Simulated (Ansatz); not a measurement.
## N on the 1x1 (100) surface of rock-salt MgO (cut with top plane Mg + O), one in a 1x1 cell, started at the site 'top Mg'

Host crystal: rock-salt MgO, with a band gap (PBE, scalar-relativistic without spin-orbit coupling).

Method: PBE (plane waves to 420 eV, PAW; Ansatz, an electronic-structure program).

Slab: 9 atoms, 6.4 Å thick at the start under the adsorbate (thin: gaps and levels are the slab's own); k 6x6x1, smearing 0.01 eV, dipole-corrected; 4 atoms held, the rest relaxed; start symmetry kept, larger cells not searched; spin-polarised, ending with about 3.0 μB a cell; orders that need a larger cell were not tried, no spin-orbit, no U, no dispersion correction. At the end it is bonded to Mg. In PBE this state lies 0.95 eV over the lowest of the starts that converged ('top O', where the adsorbate paired with a surface O atom).

```json
{
  "adsorption energy against ½ N2(g)": "5.23 eV",
  "gap_of_the_slab_on_its_k_mesh": "0.70 eV",
  "highest_filled_level_below_the_top_vacuum_level": "6.19 eV",
  "change_of_the_step_from_the_bottom_to_the_top_vacuum_level_against_the_clean_slab": "0.98 eV",
  "energy_released_by_relaxation": "0.078 eV",
  "height of the binding atom over the mean of the host atoms within 0.3 Å of the top one": "2.411 Å",
  "magnetic_moment_of_the_cell": "3.00 μB",
  "nearest_host_atoms_of_the_binding_atom": "Mg at 2.41 Å, O at 3.22 Å, O at 4.55 Å",
  "largest_move_of_a_host_atom": "0.04 Å",
  "cost": "roughly 60 core-seconds"
}
```

A negative adsorption energy means that the adsorbate is more stable on the surface than in its reference.
